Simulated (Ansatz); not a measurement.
The parent structure is TaN in the rock salt structure (space group Fm-3m, No. 225; a = 4.3749 Å; relaxed with 0.1 eV smearing). Axes: x, y, z lie along the cube axes.

The values are results of PBEsol (Ansatz, an electronic-structure program; PAW; 420 eV plane waves; scalar-relativistic without spin-orbit coupling), earlier PAW set, not measurements.

It is then changed as follows: a pure shear with ε_xz = ε_zx = 0.0232, atoms relaxed at fixed cell.

Q: Predict the stress tensor and what it implies for the stiffness.

A: Stress of the strained cell less that of the base (GPa, compression positive):
```
    0.6     0.0    -3.2
    0.0    -0.4     0.0
   -3.2     0.0     0.6
```

Then −Δσ/γ with γ = 2ε = 0.0464 gives secant stiffness values (nonlinear terms included at this strain): C55 ≈ 68 GPa.

As a check, the harmonic strain energy −½ V₀ Δσ:ε is 4.8 meV/atom; the computed energy rise is 5.0 meV/atom.

No phonon test of stability was made. The final runs are not spin-polarised. This is not the structure that TaN has at room temperature and ambient pressure.
